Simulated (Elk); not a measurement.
Band structure of TiMo3 (Immm, 4 atoms in the cell).

```
CELL_PARAMETERS angstrom
     -1.56346     2.18377     4.42093
      1.56346    -2.18377     4.42093
      1.56346     2.18377    -4.42093
ATOMIC_POSITIONS crystal
  Ti 0.50000 0.00000 0.50000
  Mo 0.75659 0.75659 0.00000
  Mo 0.24341 0.24341 0.00000
  Mo 0.00000 0.50000 0.50000
```

Method of the run: LDA (PW92), all-electron FP-LAPW, Elk's shipped species files, APW+lo basis with extra local orbitals (Elk).

Settings: xctype = 3; rgkmax = 7.5; stype = 3; swidth = 0.00367493 Ha; ngridk = 7 7 7; gmaxvr = 16 1/bohr; nxlo = 2; lorbcnd = true; rmtscf = 0.91; lmaxi = 3.

The starting cell comes from a database of computed structures (which also holds hypothetical and non-ambient phases and stackings), without a prior relaxation at this level. Its lattice was rescaled by a random factor within 2.5 % of one. Spin polarisation is off. Values depend on the basis (sphere radii, cutoffs, local orbitals), which need not be converged.

Levels in eV from the Fermi level, bands 24 to 31:
```
point     24     25     26     27     28    29    30    31
-----  -----  -----  -----  -----  -----  ----  ----  ----
Γ      -0.90  -0.49  -0.38  -0.34   0.71  0.87  1.54  2.24
X      -1.84  -1.55  -1.43  -0.87   0.84  0.97  2.13  2.14
L      -1.77  -1.35  -0.73   1.33   1.38  1.79  2.43  2.50
T      -1.62  -1.34  -0.55   1.78   2.00  2.30  2.34  2.37
W      -1.85   0.24   0.33   0.37   0.68  2.00  2.37  2.38
R      -1.64  -1.48  -1.16  -1.03   0.23  0.94  1.24  2.71
X1     -1.84  -1.55  -1.43  -0.87   0.84  0.97  2.13  2.14
Z      -1.16  -1.10  -0.42   1.63   1.77  2.21  2.25  2.38
Y      -0.92  -0.76  -0.36  -0.22  -0.22  0.72  1.35  1.48
S      -1.32  -0.61  -0.58  -0.20   0.38  0.69  0.82  0.84
```

Bands cross the Fermi level along this path, so the cell is metallic at this level.
